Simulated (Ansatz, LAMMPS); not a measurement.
**Amorphous Si-Ge, 512 atoms, melt quenched at 10 K/ps**

Cell 22.53 × 22.53 × 22.53 Å, Si279Ge233, 512 atoms. Prepared with Tersoff's 1989 multicomponent potential (SiCGe.tersoff) (LAMMPS): melt at 4000 K, cooled from 2800 to 500 K at 10 K/ps at fixed volume, minimised. 

That structure was relaxed on with PBE, support functions at accuracy medium on the grid of 370 eV run with Ansatz (a quantum-chemistry and plane-wave program). Basis: localised support functions (accuracy medium) on a full density matrix. k-points: zone centre alone; occupations: Fermi-Dirac, 0.030 eV; spin polarisation not allowed. Spin-orbit coupling is left out.

The relaxation was stopped after a set number of steps, with force components up to 0.536 eV/Å left.

### Question
What does DFT change in the classical structure?

### Answer
The energy falls by 23.8 meV an atom over 16 steps; atoms move by 0.256 Å root mean square, 1.33 Å at most.
| quantity | classical minimum | after DFT steps |
|---|---|---|
| 3-fold atoms (%) | 0.6 | 2.3 |
| 4-fold atoms (%) | 89.1 | 93.8 |
| 5-fold atoms (%) | 10.0 | 3.9 |
| 6-fold atoms (%) | 0.4 | 0.0 |
| spread of bond angles (°) | 14.4 | 13.2 |
| energy over the crystal(s), each by its own level (eV/atom) | 0.281 | 0.215 |
